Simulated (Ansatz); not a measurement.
## bcc Mo (1 1 1) on rock-salt PbTe (1 1 1) (film strained to the substrate, faces as cut)

A periodic stack without vacuum, bcc Mo (1 1 1) on rock-salt PbTe (1 1 1) (film strained to the substrate, faces as cut): substrate slab Pb4Te4, film Mo10, surface cells [[0, 1], [-1, 0]] and [[1, -1], [0, 1]], film strained by +3.9 and +3.9 %, faces Te/Pb and Mo/Mo as cut (like faces can put a slab off its formula).

The start was prepared with a machine-learned potential, and the result is one local minimum, with the in-plane cell held and forces under 0.04 eV/Å; the film can end far from its bulk form.

Method: PBE (plane waves to 420 eV, PAW; Ansatz, a program for electronic structure). Spin–orbit coupling is left out; the runs are not spin-polarised. Its k-point mesh 8×8×1, Fermi–Dirac width 0.05 eV.

* **interface area**: 18.7 Å²
* **period**: 23.89 Å
* **gaps between the outermost planes at the two interfaces**: 1.18 and 1.19 Å
* **Mo–Pb contacts across the interfaces within 1.22 times the sum of covalent radii**: 8, mean 3.14 Å
* **Mo–Te contacts across the interfaces within 1.22 times the sum of covalent radii**: 8, mean 3.10 Å

```xyz
18
Lattice="4.6460 -0.0011 -0.0748 -2.3234 4.0239 -0.0668 -1.9798 -0.7183 23.9494" Properties=species:S:1:pos:R:3 pbc="T T T"
Pb    -1.8731     3.3144     2.4319
Pb     0.4958     2.0696     6.2928
Pb    -1.7699     0.8361    10.2383
Pb    -1.7268     3.6224    13.9511
Te     0.4163     1.9163     0.1338
Te     2.7994     0.6760     4.1149
Te    -1.7943     3.4575     7.9981
Te     0.5825     2.2178    11.8243
Mo    -1.6921     0.9900    15.9682
Mo     0.6080     2.3127    15.1296
Mo     0.6576     2.3758    17.6487
Mo     0.6404    -0.3271    16.9257
Mo     0.6891    -0.2589    19.5502
Mo    -1.6524     1.0587    18.5953
Mo    -1.6037     1.1282    21.2638
Mo     0.7017     2.4460    20.3441
Mo     0.7444     2.5092    22.8186
Mo     0.7320    -0.1905    22.1668
```
